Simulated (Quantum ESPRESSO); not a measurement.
## Several settings converged on TiB2Mo (Amm2, 4 atoms in the cell)

```
TiB2Mo
1.0
    3.06714     0.00000     0.00000
    0.00000     1.58076     4.20052
    0.00000    -1.58076     4.20052
Ti B Mo
1 2 1
Direct
  0.00000   0.15325   0.15325
  0.50000   0.55875   0.55875
  0.00000   0.43994   0.43994
  0.50000   0.85402   0.85402
```

Base method: PBEsol, GBRV 1.5 ultrasoft (PBESOL) pseudopotentials (plane waves; Quantum ESPRESSO 7.5).

Base settings: ecutwfc = 50 Ry; ecutrho = 400 Ry; occupations = smearing; smearing = gauss; degauss = 0.0073499 Ry; potentials = {Ti: ti_pbesol_v1.4.uspp.F.UPF, B: b_pbesol_v1.4.uspp.F.UPF, Mo: mo_pbesol_v1.uspp.F.UPF}; K_POINTS = automatic 5 5 5 0 0 0; conv_thr = 1e-09 Ry; mixing_beta = 0.5.

The count of work is k-points × plane waves × bands × iterations; it is no time. Core times come from one kind of shared machine, to one figure; runs under 30 s give none.

**The k-point mesh**

The second cell is the first with its lattice scaled by 0.98.

Only quantities that move along the ladder and can be compared are tabulated.

| K_POINTS | free energy less the last step's (meV/atom) | energy of the compressed cell less the first (meV/atom) | pressure (GPa) | largest difference of a force vector from the last step's (eV/Å) | count of work / last | core time / last (rough) |
|---|---|---|---|---|---|---|
| automatic 2 2 2 0 0 0 | 205.24 | 38.99 | 1.06 | 1.799 | 0.023 | – |
| automatic 4 4 4 0 0 0 | -1.87 | 23.39 | -2.81 | 0.257 | 0.086 | 0.2 |
| automatic 5 5 5 0 0 0 | -2.28 | 23.64 | -2.74 | 0.054 | 0.10 | 0.2 |
| automatic 7 7 7 0 0 0 | -0.51 | 23.73 | -2.72 | 0.026 | 0.23 | 0.3 |
| automatic 8 9 9 0 0 0 | -0.64 | 23.73 | -2.73 | 0.025 | 0.48 | 0.5 |
| automatic 11 12 12 0 0 0 | 0.00 | 23.82 | -2.70 | 0.000 | 1.0 | 1 |

Coarsest K_POINTS that holds the energy of the compressed cell less the first within 0.5 meV/atom of the last step, with all finer ones: automatic 4 4 4 0 0 0, at 0.086 of the last step's count of work and about 0.2 of the last step's time; the step before is off by 15 meV/atom.

Coarsest K_POINTS that holds the pressure within 0.5 GPa of the last step, with all finer ones: automatic 4 4 4 0 0 0, at 0.086 of the last step's count of work and about 0.2 of the last step's time; the step before is off by 3.8 GPa.

Coarsest K_POINTS that holds the free energy within 5 meV/atom of the last step, with all finer ones: automatic 4 4 4 0 0 0, at 0.086 of the last step's count of work and about 0.2 of the last step's time; the step before is off by 210 meV/atom.

The energy difference between the two cells stays within 1 meV/atom of the last step's from automatic 4 4 4 0 0 0 on, the total only from automatic 7 7 7 0 0 0 on: much of the error is common to both cells and cancels.

**The k-point mesh at a smearing width of 0.05 eV**

In this ladder: degauss = 0.0036749 Ry.

The second cell is the first with its lattice scaled by 0.98.

Only quantities that move along the ladder and can be compared are tabulated.

| K_POINTS | free energy less the last step's (meV/atom) | energy of the compressed cell less the first (meV/atom) | pressure (GPa) | largest difference of a force vector from the last step's (eV/Å) | count of work / last | core time / last (rough) |
|---|---|---|---|---|---|---|
| automatic 4 4 4 0 0 0 | -1.25 | 23.36 | -2.81 | 0.272 | 0.097 | – |
| automatic 6 6 6 0 0 0 | 0.23 | 23.94 | -2.67 | 0.033 | 0.28 | 0.3 |
| automatic 8 8 8 0 0 0 | 0.01 | 23.59 | -2.76 | 0.092 | 0.56 | 0.6 |
| automatic 10 10 10 0 0 0 | 0.00 | 23.80 | -2.71 | 0.000 | 1.0 | 1 |

Coarsest K_POINTS that holds the free energy within 1 meV/atom of the last step, with all finer ones: automatic 6 6 6 0 0 0, at 0.28 of the last step's count of work and about 0.3 of the last step's time; the step before is off by 1.3 meV/atom.

Coarsest K_POINTS that holds the forces within 0.02 eV/Å: not settled: the last two steps still differ by 0.092 eV/Å, over half the tolerance, so the ladder does not show it.

The energy difference between the two cells stays within 1 meV/atom of the last step's from automatic 4 4 4 0 0 0 on, the total only from automatic 6 6 6 0 0 0 on: much of the error is common to both cells and cancels.

**The SCF threshold**

The mesh stays at the base's, so the ladder's end is converged at best in this setting alone.

Only quantities that move along the ladder and can be compared are tabulated.

| conv_thr | free energy less the last step's (meV/atom) | largest difference of a force vector from the last step's (eV/Å) | count of work / last |
|---|---|---|---|
| 0.0073 Ry | 7.62 | 0.031 | 0.42 |
| 7.3e-05 Ry | 0.18 | 0.011 | 0.47 |
| 7.3e-07 Ry | 0.00 | 0.001 | 0.63 |
| 1e-09 Ry | 0.00 | 0.000 | 0.79 |
| 7.3e-14 Ry | 0.00 | 0.000 | 1.0 |

Coarsest conv_thr that holds the forces within 0.02 eV/Å of the last step, with all finer ones: 7.3e-05 Ry; the step before is off by 0.031 eV/Å.

Coarsest conv_thr that holds the free energy within 0.5 meV/atom of the last step, with all finer ones: 7.3e-05 Ry; the step before is off by 7.6 meV/atom.

On the base run: the starting cell comes from a database of computed structures (which also holds hypothetical and non-ambient phases and stackings), without a prior relaxation at this level. Its lattice was rescaled by up to half a per cent. One atom was moved a little off its site on purpose. Spin polarisation is off. Without a gap this mesh is coarse (it stands for a supercell whose shortest vector is 15 Å).
